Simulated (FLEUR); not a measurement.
FLEUR run on K2S (Fm-3m, 3 atoms in the cell): self-consistent single point.

Level of theory: PBE, all-electron FLAPW (FLEUR), scalar-relativistic valence.

The change in words: lattice scaled by 0.98. Reference geometry:
```
CELL_PARAMETERS angstrom
      0.00000     3.67654     3.67654
      3.67654     0.00000     3.67654
      3.67654     3.67654     0.00000
ATOMIC_POSITIONS crystal
  K  0.75000 0.75000 0.75000
  K  0.25000 0.25000 0.25000
  S  0.00000 0.00000 0.00000
```

Reference input (self-consistent single point, DFT, PBE, all-electron FLAPW (FLEUR), scalar-relativistic valence): Kmax = 3.8 1/bohr; GmaxXC = 13.3 1/bohr; xcFunctional = pbe; jspins = 1; l_soc = F; mode = hist; fermiSmearingEnergy = 0.00036749 Htr; mesh (inpgen div1-3) = 4 4 4; inpgen gamma flag = true; Gmax = 13.3 1/bohr; numbands = 0; maxIterBroyd = 15. This run's input differs from it in these lines:

```diff
@@ -3,5 +3,5 @@
 &input film=f /
-0.0000000000 3.6765430000 3.6765430000
-3.6765430000 0.0000000000 3.6765430000
-3.6765430000 3.6765430000 0.0000000000
+0.0000000000 3.6030120000 3.6030120000
+3.6030120000 0.0000000000 3.6030120000
+3.6030120000 3.6030120000 0.0000000000
 1.8897261246
@@ -44,5 +44,5 @@
          <bravaisMatrix>
-            <row-1>    0.0000000000000000     6.9476593553152579     6.9476593553152579</row-1>
-            <row-2>    6.9476593553152579     0.0000000000000000     6.9476593553152579</row-2>
-            <row-3>    6.9476593553152579     6.9476593553152579     0.0000000000000000</row-3>
+            <row-1>    0.0000000000000000     6.8087059036472954     6.8087059036472954</row-1>
+            <row-2>    6.8087059036472954     0.0000000000000000     6.8087059036472954</row-2>
+            <row-3>    6.8087059036472954     6.8087059036472954     0.0000000000000000</row-3>
          </bravaisMatrix>
```

Log, with long lists cut:

```
 Iteration:     1   Distance:       6.52969503 me/bohr^3
 Iteration:     2   Distance:       5.67292893 me/bohr^3
 Iteration:     3   Distance:       2.16547052 me/bohr^3
 Iteration:     4   Distance:       2.43509365 me/bohr^3
 Iteration:     5   Distance:       0.61572259 me/bohr^3
   [... 7 lines left out ...]
 Iteration:    13   Distance:       0.00014913 me/bohr^3
 Iteration:    14   Distance:       0.00006165 me/bohr^3
 Iteration:    15   Distance:       0.00001074 me/bohr^3
 Iteration:    16   Distance:       0.00000972 me/bohr^3
 Run finished successfully
 Stop message:
   Structural relaxation: Done

[file out, last iteration]
             iter=     17
[...]
          total density-effective poten   -2.5327143918E+03
          total charge density-energy d   -9.2644461242E+01
 Updated energy parameters for spin:           1
[...]
 fermi energy and band-weighting factors:
    0.349966    0.349966    0.387718

[...]
FERMIE:
          first approx. to ef    (T=0)  :   0.065275 htr   (energy of the highest occ. eigenvalue)
          number of occ. states  (T=0)  :         96
          first approx. to seigv (T=0)  :  -9.011230 htr
          sum of weights of occ. states :  12.000000
          sum of semicore charge        :   0.000000 e
FERHIS:  Fermi-Energy by histogram:
          bandgap                     :   0.096105 htr
   [... lines left out ...]
          charge neutrality (T=0)     :   0.000000    (zero if the highest occ. eigenvalue is "entirely" occupied)
 Direct bandgap for spin            1 :   0.10641108971755903       Htr
 ---->    free energy=                     -1603.5673308942 htr
   [... lines left out ...]
      extrapolation for T->0
 ---->    total electron energy=           -1603.5673308942 htr
 ***** TOTAL FORCES ON ATOMS *****
 TOTAL FORCE FOR ATOM TYPE=  1  X= -3.404   Y= -3.404   Z= -3.404
                       FX_TOT= 0.000000 FY_TOT= 0.000000 FZ_TOT= 0.000000
 TOTAL FORCE FOR ATOM TYPE=  2  X=  0.000   Y=  0.000   Z=  0.000
                       FX_TOT= 0.000000 FY_TOT= 0.000000 FZ_TOT= 0.000000
 Structural relaxation: Done
```

The run converged in 16 iterations. FLEUR gives forces in its relaxation mode, with a further iteration, so its stop message speaks of a relaxation. Against the reference run the free energy rises by 20.8 meV/atom and the gap on the mesh goes from 2.456 to 2.615 eV.

The starting cell comes from a database of computed structures (which also holds hypothetical and non-ambient phases and stackings), without a prior relaxation at this level. Its lattice was rescaled by a random factor within 2.5 % of one. For this run, on top of that: lattice scaled by 0.98. Values depend on the basis (sphere radii, cutoffs, local orbitals), which need not be converged.

Cost on one core of a shared machine: roughly 50 s.
